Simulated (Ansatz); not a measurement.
GaP, alloy series

Consider GaP in the zinc blende structure (space group F-43m, No. 216; a = 5.4385 Å).

The other end (x = 1) is AsP in the zinc blende structure (space group F-43m, No. 216; a hypothetical phase, not in the database extracts checked): 23.89 Å³/atom, gap zero; this end may not be an ambient phase.

As replaces a fraction x of Ga; each row is one arrangement (x, atoms in the cell, starting space group or random), fully relaxed.

Method: PBEsol (Ansatz, a program for electronic structure), spin-orbit coupling left out.

Notes on the quantities. mixing energy: to 0.01 eV only: unlike meshes or grids; against an end that may be hypothetical.

```
change                        shortest interatomic distance  mixing energy     density
----------------------------  -----------------------------  -------------  ----------
base                                                2.355 Å              –  4.16 g/cm³
x(As) = 0.25, 8 atoms, I-42m                            [?]  +0.07 eV/atom  4.01 g/cm³
x(As) = 0.25, 8 atoms, Amm2                         2.312 Å  +0.04 eV/atom  4.32 g/cm³
x(As) = 0.25, 8 atoms, Pmm2                         2.335 Å  +0.07 eV/atom  4.01 g/cm³
x(As) = 0.333, 6 atoms, P3m1                        2.322 Å  +0.03 eV/atom  4.12 g/cm³
x(As) = 0.5, 4 atoms, R3m                           2.332 Å  -0.02 eV/atom  4.16 g/cm³
x(As) = 0.5, 4 atoms, P-4m2                         2.366 Å   0.00 eV/atom  4.35 g/cm³
x(As) = 0.75, 8 atoms, P-4m2                        2.319 Å  -0.02 eV/atom  4.06 g/cm³
```

Problem. Some entries are withheld; estimate them.

Solution. 
- x(As) = 0.25, 8 atoms, I-42m, shortest interatomic distance: 2.339 Å

These are small ordered cells, not random alloys; other orderings at the same x differ. Whether these cells are dynamically stable was not tested. The final runs are not spin-polarised. Under x(As) = 0.333, 6 atoms, P3m1, x(As) = 0.5, 4 atoms, R3m and x(As) = 0.5, 4 atoms, P-4m2 and more the cell changed shape so far that it is another structure. The zero or small gap of Ga3AsP4 can change with the level of theory.
